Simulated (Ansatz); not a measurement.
A thin film of hcp (Mg type) Be is deposited stress-free at 500 K on a thick substrate of Ge in the diamond structure and cooled to 300 K. Take the in-plane direction as the cubic or basal-plane axis of each crystal, and these free lattice constants from the quasi-harmonic free energy on DFT at the PBEsol level (Ansatz, a quantum-chemistry and plane-wave program).

```csv
crystal,a at 300 K (Å),a at 500 K (Å)
Be,2.27407,2.28068
Ge,5.68987,5.69832
```

 Spin-orbit coupling is not included.

**Question.** What in-plane thermal strain does the film carry at 300 K, and is it tensile or compressive?

**Answer.** With logarithmic strains ln(a_hot/a_300): left free, the film would shrink by 0.290 % and the substrate by 0.148 %. The film is held to the substrate, so its strain is 0.142 %: tensile. Plastic relief and phase changes are ignored.
